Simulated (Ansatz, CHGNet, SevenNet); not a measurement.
## BeS (model structure, started from the NiAs type, P6₃/mmc, No. 194, 4 atoms in the cell): equilibrium lattice constant a by level of theory

No measured value is used here.

```
level (code)           value (Å)
---------------------  ---------
CHGNet 0.3.0               3.269
SevenNet-0                 3.291
SevenNet-l3i5              3.290
LDA (Ansatz)               3.247
PBE (Ansatz)               3.301
PBEsol (Ansatz)            3.271
PBE-D3(BJ) (Ansatz)        3.255
r²SCAN (Ansatz)            3.300
r²SCAN+rVV10 (Ansatz)      3.293
```

Cutoffs differ between the levels. Ansatz's density-functional and Hartree–Fock values are scalar-relativistic unless marked +SOC, with PAW data made under PBE.

Machine-learned potentials (CHGNet 0.3.0, SevenNet-0, SevenNet-l3i5) are trained on DFT data: a solid inside that data is no test of them.

A model structure was made by putting elements into a prototype or built by hand; it is no filed structure, need not be a known phase, and can be a saddle point held by its symmetry.

Ansatz is an electronic-structure program.
